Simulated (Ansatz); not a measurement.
Cubic perovskite CsPbBr3 (cubic high-temperature phase): elastic constant C44 by level of theory

No measured value is used here.

```csv
level (code),value (GPa),cell (Å³/atom)
LDA (Ansatz),3.6,38.64
PBE (Ansatz),___,43.41
PBEsol (Ansatz),3.9,40.69
r²SCAN (Ansatz),4.8,42.02
HSE06 (Ansatz),4.5,42.56
```

Some entries are withheld; supply them.


- PBE (Ansatz, an electronic-structure program), value (GPa): 4.2

Density-functional levels without +SOC have no spin–orbit coupling. LDA, PBE, PBEsol, r²SCAN, HSE06: the relaxation could not lower the start's symmetry, so the cell can be a saddle point above a distorted one. Each level is taken at its own relaxed cell. Cutoffs differ between the levels. Ansatz's density-functional and Hartree–Fock values are scalar-relativistic unless marked +SOC, with PAW data made under PBE.
